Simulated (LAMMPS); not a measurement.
Molecular dynamics of Si (diamond structure), 1728 atoms, at 760 K and 0 GPa, heated as the crystal.

Method: classical MD, pair style tersoff, file SiC_Erhart-Albe.tersoff, run in LAMMPS.

### Question
Give g(r) against r (Å) as the simulation yields it.

### Answer
State found: crystal; no diffusion seen in 30 ps.
```tsv
r (Å)	g(r)
2.060	0.000
2.100	0.001
2.140	0.029
2.180	0.197
2.220	0.888
2.260	2.49
2.300	4.70
2.340	6.14
2.380	5.80
2.420	4.26
2.460	2.49
2.500	1.19
2.540	0.483
2.580	0.161
2.620	0.048
2.660	0.010
2.700	0.004
2.740	0.000
2.780	0.000
2.820	0.000
2.860	0.000
2.900	0.000
2.940	0.000
2.980	0.000
3.020	0.000
3.060	0.000
3.100	0.000
3.140	0.000
3.180	0.000
3.220	0.000
3.260	0.000
3.300	0.000
3.340	0.000
3.380	0.002
3.420	0.006
3.460	0.015
3.500	0.047
3.540	0.129
3.580	0.288
3.620	0.594
3.660	1.13
3.700	1.85
3.740	2.75
3.780	3.59
3.820	4.25
3.860	4.38
3.900	4.07
3.940	3.42
3.980	2.53
4.020	1.64
4.060	0.975
4.100	0.509
4.140	0.302
4.180	0.207
4.220	0.252
4.260	0.395
4.300	0.702
4.340	1.12
4.380	1.63
4.420	2.17
4.460	2.57
4.500	2.89
4.540	2.84
4.580	2.63
4.620	2.17
4.660	1.63
4.700	1.11
4.740	0.723
4.780	0.396
4.820	0.201
4.860	0.102
4.900	0.039
4.940	0.018
4.980	0.008
5.020	0.007
5.060	0.016
5.100	0.029
5.140	0.060
5.180	0.131
5.220	0.218
5.260	0.347
5.300	0.510
5.340	0.681
5.380	0.803
5.420	0.948
5.460	0.975
5.500	0.910
5.540	0.803
5.580	0.639
5.620	0.514
5.660	0.450
5.700	0.457
5.740	0.572
5.780	0.797
5.820	1.11
5.860	1.41
5.900	1.64
5.940	1.72
5.980	1.63
6.020	1.43
6.060	1.12
6.100	0.815
```
